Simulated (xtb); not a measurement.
xtb 6.7.1, GFN2-xTB: Fe(F)(OMe)(NH3)2 (C[O][Fe](<-[NH3])(<-[NH3])[F]), charge 0, multiplicity 5, 15 atoms. The geometry is a generated start, not checked to be a minimum at this level.

```
Quantity                                                                                                        Value
------------------------  -------------------------------------------------------------------------------------------
method                                                                                                       GFN2-xTB
--acc                                                                                                     1 (default)
--etemp (K)                                                                                             300 (default)
detailed input (--input)  none: ANC optimiser, Lindh (1995) Hessian, microcycle=20, maxdispl=1.0, hlow=0.01 (default)
basis functions                                                                                                    39
valence electrons                                                                                                  44
```

```xyz
15

Fe    -0.2424     0.0604     0.5694
F     -1.4776     0.6779     1.8670
O     -0.6236     0.2928    -1.3062
C     -1.0454     0.6056    -2.5649
H     -0.7444    -0.1710    -3.2886
H     -2.1440     0.7066    -2.6064
H     -0.6072     1.5614    -2.9042
N      1.7286     1.4521     1.1524
H      2.3120     1.1611     1.9272
H      1.2787     2.3267     1.4105
H      2.3205     1.6274     0.3480
N     -0.1410    -2.3235     1.2699
H     -0.8072    -2.3413     2.0371
H      0.7152    -2.7615     1.5808
H     -0.5223    -2.8747     0.5079
```

Charge 0 and multiplicity 5 are set for this test and not shown to be the ground state. GFN-xTB has no spin term: --uhf 4 sets the occupations alone.

The structure is relaxed from this start with --opt LEVEL for the levels crude, sloppy, loose, lax, normal, tight, vtight, extreme, once each. Up to the end of the extreme run atoms move by at most 0.56 Å along an axis.

### Question
What is the loosest level that ends within 5 meV of the extreme run, and how many cycles does it take?

### Answer
normal: 15 cycles against 48, ending 2.4 meV above.

```
level    cycles  energy above the extreme run (meV)  gradient norm (eV/Å)
-------  ------  ----------------------------------  --------------------
crude         1                                 9.0                  0.21
sloppy        1                                 9.0                  0.21
loose         2                                 8.1                 0.074
lax           4                                 6.9                 0.096
normal       15                                 2.4                 0.045
tight        33                                0.21                 0.011
vtight       44                               0.012                0.0018
extreme      48                                   —                0.0014
```
